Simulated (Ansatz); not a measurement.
Take an 8-atom supercell of Ge in the diamond structure (space group Fd-3m, No. 227; a = 5.7622 Å) at its relaxed geometry as the base.

The values are results of PBE (Ansatz, a first-principles code), no SOC, earlier PAW set, not measurements.

Base values:

Pressure: 0.0 GPa

Modification: one Li atom is added in an open site, starting 2.50 Å from the nearest host atom, atoms relaxed at fixed cell, starting from a slightly rattled geometry.

**Question.** What does the calculation give for the pressure and final site of the added atom after the change?

**Answer.** The pressure goes from zero to 4.1 GPa; the final site of the added atom comes out as 10 Ge at 2.55–2.88 Å.

In so small a cell the defect repeats every few ångströms: this is an ordered compound, not a dilute defect. The final runs are not spin-polarised. The defect cell is not spin-polarised.
